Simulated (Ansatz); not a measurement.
LaSb in the rock salt structure (space group Fm-3m, No. 225)

```cif
data_La4Sb4
_chemical_formula_sum 'La4 Sb4'
_space_group_name_H-M_alt 'Fm-3m'
_space_group_IT_number 225
_space_group_name_Hall '-F 4 2 3'
_cell_length_a 6.45274
_cell_length_b 6.45274
_cell_length_c 6.45274
_cell_angle_alpha 90.000
_cell_angle_beta 90.000
_cell_angle_gamma 90.000
loop_
_atom_site_label
_atom_site_type_symbol
_atom_site_symmetry_multiplicity
_atom_site_Wyckoff_symbol
_atom_site_fract_x
_atom_site_fract_y
_atom_site_fract_z
_atom_site_occupancy
La1 La 4 a 0.00000 0.00000 0.00000 1
Sb1 Sb 4 b 0.50000 0.50000 0.50000 1
```
(The calculation used a cell of 2 atoms; values per cell refer to that cell.)

Method: PBEsol/PAW in Ansatz (a quantum-chemistry and plane-wave program), no spin-orbit coupling. k-mesh 13×13×13 (Γ-centred); smearing 0.05 eV (Fermi–Dirac).

| Quantity | Value |
|---|---|
| Volume per atom | 33.58 Å³ |
| Density | 6.44 g/cm³ |
| Band gap | zero |
| Total energy | -6285.936 eV/atom (σ→0; compares only within this code and set-up) |

Spin-orbit coupling, missing from the scalar runs, can matter with Sb. No phonon test of stability was made. All final runs are without spin polarisation. A zero or small gap of LaSb can be the functional's error rather than a property of the material.
